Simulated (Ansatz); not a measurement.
# Response to strain in WSi2

The parent structure is WSi2 (space group I4/mmm, No. 139; a = 3.185 Å, c = 7.773 Å; relaxed with 0.1 eV smearing).

Strains are applied to the cell and any free atomic positions relax.

Computed with Ansatz (a program for electronic structure) LDA, spin-orbit coupling left out.

Candidates:
(a) isotropic strain −2.50 %
(b) isotropic strain +3.00 %
(c) isotropic strain +1.50 %

Notes on the quantities. energy relative to the base: free energy F.

Order them by energy relative to the base, lowest first.

(c) isotropic strain +1.50 % (+19 meV/atom), (a) isotropic strain −2.50 % (+60 meV/atom), (b) isotropic strain +3.00 % (+72 meV/atom)

Whether these cells are dynamically stable was not tested. The final runs are not spin-polarised.
